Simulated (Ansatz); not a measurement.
Sb₂O₃ (Fd-3m, No. 227), treated with PBEsol (PAW; Ansatz, a program for electronic structure).

Run with plane-wave cutoff 520 eV, 6×6×6 k mesh, perturbation theory, scalar-relativistic PAW data made under PBE.

Computed at the level's own relaxed cell.

**Question.** Predict the electronic dielectric constant ε∞ and dielectric constant ε0 (ions relaxed).

**Answer.** 
- electronic dielectric constant ε∞: 4.97
- dielectric constant ε0 (ions relaxed): 11.7

Note: the relaxation could not lower the start's symmetry, so the cell can be a saddle point above a distorted one.

Spin–orbit coupling is not included.

It cost roughly 2.5 core-hours of CPU time.
